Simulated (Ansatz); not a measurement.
The parent structure is HgO in the zinc blende structure (space group F-43m, No. 216; a = 5.196 Å; a hypothetical phase, not in the database extracts checked).

Level of theory: PBEsol in Ansatz (plane waves to 420 eV, PAW, without spin-orbit coupling).

For the base:

```
Property    Value
--------  -------
Pressure  0.0 GPa
Band gap     zero
```

Modification: every lattice vector is shortened by 2.63 %, atoms relaxed at fixed cell.

**Question.** How does this affect the energy relative to the base?

**Answer.** The energy rises by 36 meV/atom.

**Question.** What does the calculation give for the pressure after the change?

**Answer.** The pressure goes from zero to 9.2 GPa.

**Question.** Predict the new band gap.

**Answer.** The band gap is still zero.

With Hg present, leaving out spin-orbit coupling can change the band edges. The cells carry an imposed strain or load. No phonon test of stability was made. All final runs are without spin polarisation. The zero or small gap of HgO can change with the level of theory.

Ansatz is a first-principles code.
